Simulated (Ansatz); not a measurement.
BP (R3m), r2SCAN with spin-orbit coupling, rigid bands run with Ansatz (a program for electronic structure): Condition of this run: biaxial stress in (111) of 8 GPa (compression positive) (the target of the relaxation). band gap 1.24 eV, N_c = 4.75e19 cm⁻³ and N_v = 1.24e19 cm⁻³ at 300 K, conductivity masses of 0.334 mₑ (electrons) and 0.359 mₑ (holes). Take k_BT = 0.02585 eV.

Question: What built-in voltage has an abrupt junction with N_A = 1e16 and N_D = 1e17 cm⁻³, all dopants ionised?

Answer: V_bi = E_g/e − (k_BT/e) ln(N_c N_v/(N_A N_D)) = 1.24 − 0.02585 × 13.29 = 0.90 V. It follows the computed gap one for one.

Question: Find the intrinsic carrier density and the intrinsic Fermi level.

Answer: n_i = √(N_c N_v) exp(−E_g/2k_BT) = 2.43e19 × exp(−23.98) = 9.3e8 cm⁻³. The level lies (k_BT/2) ln(N_v/N_c) = -17 meV from mid-gap (positive towards the conduction band). Each 0.1 eV added to the gap lowers n_i by a factor of 6.9.

Question: A film of it is 2 nm thick. Estimate the confinement energies in an infinite well.

Answer: ħ²π²/(2m t²) = 0.376 eV·nm²/(m/mₑ × t²) gives 281 meV for electrons and 262 meV for holes, so the gap would widen to about 1.78 eV. Finite barriers and nonparabolic bands lower this, and with several valleys or bands the heaviest mass along the normal sets the lowest level, not this average.

Rigid, parabolic bands with the computed gap; masses take one relaxation time for all states. Geometry: cell and atoms relaxed with PBEsol.
